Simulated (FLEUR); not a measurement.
Worked example: self-consistent single point of Sr2SeS (R-3m, 4 atoms in the cell) in FLEUR.

Method: PBEsol, all-electron FLAPW (FLEUR), scalar-relativistic valence run with FLEUR.

The change in words: lattice scaled by 0.98. Reference geometry:
```xyz
4
Lattice="2.2060 1.2737 7.2133 -2.2060 1.2737 7.2133 0.0000 -2.5473 7.2133" Properties=species:S:1:pos:R:3 pbc="T T T"
Sr     0.0000     0.0000     5.3490
Sr     0.0000     0.0000    16.2910
Se     0.0000     0.0000     0.0000
S      0.0000     0.0000    10.8200
```

Reference input (self-consistent single point, DFT, PBEsol, all-electron FLAPW (FLEUR), scalar-relativistic valence): Kmax = 3.8 1/bohr; GmaxXC = 11.4 1/bohr; xcFunctional = PBEs; jspins = 1; l_soc = F; mode = hist; fermiSmearingEnergy = 0.00183747 Htr; mesh (inpgen div1-3) = 5 5 5; inpgen gamma flag = false; Gmax = 11.4 1/bohr; numbands = 0; maxIterBroyd = 99. This run's input differs from it in these lines:

```diff
@@ -3,6 +3,6 @@
 &input film=f /
-0.2883742498 0.1664929507 0.9429318053
--0.2883742498 0.1664929507 0.9429318053
--0.0000000000 -0.3329859015 0.9429318053
-14.4562218585
+0.2883742517 0.1664929518 0.9429318045
+-0.2883742517 0.1664929518 0.9429318045
+-0.0000000000 -0.3329859037 0.9429318045
+14.1670969120
 1.0 1.0 1.0
@@ -46,5 +46,5 @@
          <bravaisMatrix>
-            <row-1>    4.1688021333872989     2.4068590331955027    13.6312313748527245</row-1>
-            <row-2>   -4.1688021333872989     2.4068590331955027    13.6312313748527245</row-2>
-            <row-3>    0.0000000000000000    -4.8137180678366276    13.6312313748527245</row-3>
+            <row-1>    4.0854259707593803     2.3587217833155449    13.3586062557585379</row-1>
+            <row-2>   -4.0854259707593803     2.3587217833155449    13.3586062557585379</row-2>
+            <row-3>    0.0000000000000000    -4.7174435680477993    13.3586062557585379</row-3>
          </bravaisMatrix>
```

Output, abridged:

```
 Iteration:     1   Distance:       5.12743797 me/bohr^3
 Iteration:     2   Distance:       4.59554286 me/bohr^3
 Iteration:     3   Distance:       2.13027066 me/bohr^3
 Iteration:     4   Distance:       1.04688813 me/bohr^3
 Iteration:     5   Distance:       0.67187358 me/bohr^3
   [... 8 lines left out ...]
 Iteration:    14   Distance:       0.00020033 me/bohr^3
 Iteration:    15   Distance:       0.00009942 me/bohr^3
 Iteration:    16   Distance:       0.00002567 me/bohr^3
 Iteration:    17   Distance:       0.00000237 me/bohr^3
 Reset of history
 Run finished successfully
 Stop message:
   Structural relaxation: new displacements generated

[file out, last iteration]
             iter=     18
[...]
          total density-effective poten   -1.4801411034E+04
          total charge density-energy d   -3.1809436989E+02
 Updated energy parameters for spin:           1
[...]
 fermi energy and band-weighting factors:
    0.427983

[...]
FERMIE:
          first approx. to ef    (T=0)  :   0.164423 htr   (energy of the highest occ. eigenvalue)
          number of occ. states  (T=0)  :        399
          first approx. to seigv (T=0)  : -23.824810 htr
          sum of weights of occ. states :  21.000000
          sum of semicore charge        :   0.000000 e
FERHIS:  Fermi-Energy by histogram:
          bandgap                     :   0.085153 htr
   [... lines left out ...]
          charge neutrality (T=0)     :   0.000000    (zero if the highest occ. eigenvalue is "entirely" occupied)
 Direct bandgap for spin            1 :   0.10380919556991589       Htr
 ---->    free energy=                     -9183.3498011057 htr
   [... lines left out ...]
 TOTAL FORCE FOR ATOM TYPE=  1  X=  0.000   Y=  0.000   Z=  9.906
                       FX_TOT= 0.000000 FY_TOT= 0.000000 FZ_TOT=-0.000376
 TOTAL FORCE FOR ATOM TYPE=  2  X=  0.000   Y=  0.000   Z=  0.000
                       FX_TOT= 0.000000 FY_TOT= 0.000000 FZ_TOT= 0.000000
 TOTAL FORCE FOR ATOM TYPE=  3  X=  0.000   Y=  0.000   Z= 20.038
                       FX_TOT= 0.000000 FY_TOT= 0.000000 FZ_TOT= 0.000000
```

The run converged in 17 iterations. FLEUR gives forces in its relaxation mode, with a further iteration, so its stop message speaks of a relaxation. Against the reference run the free energy falls by 21.7 meV/atom and the gap on the mesh goes from 2.428 to 2.317 eV.

The starting cell comes from a database of computed structures (which also holds hypothetical and non-ambient phases and stackings), without a prior relaxation at this level. Its lattice was rescaled by a random factor within 2.5 % of one. For this run, on top of that: lattice scaled by 0.98. Values depend on the basis (sphere radii, cutoffs, local orbitals), which need not be converged.

Cost on one core of a shared machine: roughly 6 min.
